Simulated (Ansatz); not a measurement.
**Response to strain in hypothetical P6_3/mmc HgI2**

The reference is HgI$_{2}$ in the 2H-MoS2 type structure (space group P6_3/mmc, No. 194; a hypothetical phase, not in the database extracts checked).

```
CELL_PARAMETERS angstrom
      4.16611     0.00000     0.00000
     -2.08305     3.60795     0.00000
      0.00000     0.00000    14.18333
ATOMIC_POSITIONS crystal
  Hg 0.33333 0.66667 0.25000
  Hg 0.66667 0.33333 0.75000
  I  0.33333 0.66667 0.61514
  I  0.66667 0.33333 0.11514
  I  0.66667 0.33333 0.38486
  I  0.33333 0.66667 0.88486
```

Cartesian axes are those of the cell as printed.

Strains are applied to the cell and any free atomic positions relax; under biaxial strain the out-of-plane vector relaxes too.

Levels (all Ansatz, a program for electronic structure, PAW): PBE-D3(BJ) (420 eV, spin-orbit coupling left out); r2SCAN+rVV10 (500 eV, spin-orbit coupling left out).

The base cell above is that of PBE-D3(BJ); each level relaxes its own structures.

```json
[
 {"case": "biaxial strain −1.14 %, plane normal [001], relaxed out of plane", "band gap, PBE-D3(BJ)": "0.35 eV", "band gap, r2SCAN+rVV10": "0.67 eV"},
 {"case": "biaxial strain −0.82 %, plane normal [001], relaxed out of plane", "band gap, PBE-D3(BJ)": "0.35 eV", "band gap, r2SCAN+rVV10": "0.68 eV"},
 {"case": "biaxial strain +3.37 %, plane normal [001], relaxed out of plane", "band gap, PBE-D3(BJ)": "0.25 eV", "band gap, r2SCAN+rVV10": "[?]"},
 {"case": "biaxial strain +3.47 %, plane normal [001], relaxed out of plane", "band gap, PBE-D3(BJ)": "0.25 eV", "band gap, r2SCAN+rVV10": "[?]"},
 {"case": "isotropic strain −4.21 %", "band gap, PBE-D3(BJ)": "zero", "band gap, r2SCAN+rVV10": "0.25 eV"},
 {"case": "isotropic strain +1.40 %", "band gap, PBE-D3(BJ)": "0.45 eV", "band gap, r2SCAN+rVV10": "0.76 eV"},
 {"case": "isotropic strain +4.21 %", "band gap, PBE-D3(BJ)": "0.59 eV", "band gap, r2SCAN+rVV10": "[?]"}
]
```

Q: Complete the table.

A: 
- biaxial strain +3.37 %, plane normal [001], relaxed out of plane, band gap, r2SCAN+rVV10: 0.57 eV
- biaxial strain +3.47 %, plane normal [001], relaxed out of plane, band gap, r2SCAN+rVV10: 0.57 eV
- isotropic strain +4.21 %, band gap, r2SCAN+rVV10: 0.88 eV

PBE-D3(BJ) lies below r2SCAN+rVV10 in every row, by 0.25 eV to 0.33 eV. Near ties aside, they put the cases in the same order.

The mesh was chosen for an insulator and is coarse for the gapless case. Spin-orbit coupling, missing from the scalar runs, can matter with Hg and I. No phonon test of stability was made. The final runs are not spin-polarised. A zero or small gap of HgI2 under biaxial strain +3.47 %, plane normal [001], relaxed out of plane, HgI2 under biaxial strain +3.37 %, plane normal [001], relaxed out of plane and HgI2 under isotropic strain −4.21 % can be the functional's error rather than a property of the material.
